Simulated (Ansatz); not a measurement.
We consider TaC (model structure, F-43m, No. 216, 2 atoms in the cell), described by LDA (Ansatz, a first-principles code, plane waves, PAW).

Numerical settings: plane-wave cutoff 520 eV, 20×20×20 k mesh, Fermi–Dirac smearing 0.05 eV, scalar-relativistic PAW data made under PBE.

Cell (relaxed at this level):

```cif
data_C4Ta4
_chemical_formula_sum 'Ta4 C4'
_space_group_name_H-M_alt 'F-43m'
_space_group_IT_number 216
_space_group_name_Hall 'F -4 2 3'
_cell_length_a 4.76088
_cell_length_b 4.76088
_cell_length_c 4.76088
_cell_angle_alpha 90.000
_cell_angle_beta 90.000
_cell_angle_gamma 90.000
loop_
_atom_site_label
_atom_site_type_symbol
_atom_site_symmetry_multiplicity
_atom_site_Wyckoff_symbol
_atom_site_fract_x
_atom_site_fract_y
_atom_site_fract_z
_atom_site_occupancy
Ta1 Ta 4 a 0.00000 0.00000 0.00000 1
C1 C 4 d 0.75000 0.75000 0.75000 1
```
(The calculation used a cell of 2 atoms; values per cell refer to that cell.)

Predict the bulk modulus.


bulk modulus: 247 GPa

The run finds no gap.

Note: the bulk modulus is −V dP/dV from two relaxed cells at ±2 % in volume; the relaxation could raise the start's symmetry but not lower it, so the cell can be a saddle point.

Spin–orbit coupling is not included; it can open a gap where bands touch, and shift volumes and moduli.

Static lattice: no zero-point or thermal effects.

The result took very roughly 60 core-seconds.

A model structure was made by putting elements into a prototype or built by hand; it is no filed structure, need not be a known phase, and can be a saddle point held by its symmetry.
